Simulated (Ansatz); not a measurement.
Worked calculations on one periodic cell of amorphous Si$_{10}$Al$_{16}$O$_{44}$: Si10Al16O44, 70 atoms, volume 972.2 Å³, made by a melt-quench on the CHGNet potential and relaxed with DFT. O atoms were pushed apart under 1.9 Å during the dynamics, to hinder bonds among them. It is a model cell: composition and starting density were chosen by hand, and all elements were melted together. Level of theory: PBE, scalar-relativistic without spin-orbit coupling (plane waves to 420 eV, PAW; Ansatz, a first-principles code). Sampling: a 2×2×2 Γ-centred mesh; Fermi-Dirac width 0.02 eV; no spin polarisation. Its volume was relaxed, its shape was free, and it stands at a mean pressure of 0.0 GPa with stress components up to 0.0 GPa; the relaxation ran on the zone centre alone. Its density went from a set 2.35 to 2.42 g/cm³. The cell is small and was quenched far faster than a real film, so it is one sample of the glass.

Count formal charges (Si +4, Al +3, O -2). What does the count lead one to expect at the Fermi level, and what does the calculation give?

10 × (+4) + 16 × (+3) + 44 × (-2) = 0. The charges balance, so the anion-derived valence states can be full and a gap can open. On this mesh the highest filled and lowest empty level lie 4.12 eV apart, the PBE gap of this cell, with a localised state at one edge or both.

The cell was scaled and its atoms relaxed again at each volume (the zone centre alone): 913.8 Å³, 2.53 GPa; 972.2 Å³, -0.01 GPa; 1001.3 Å³, -1.67 GPa.

Estimate the bulk modulus over this range from B = −dP/d ln V.

Between the ends: −(-1.67 − 2.53) / ln(1001.3/913.8) = 46 GPa, a mean over the range at 0 K with the atoms relaxed.
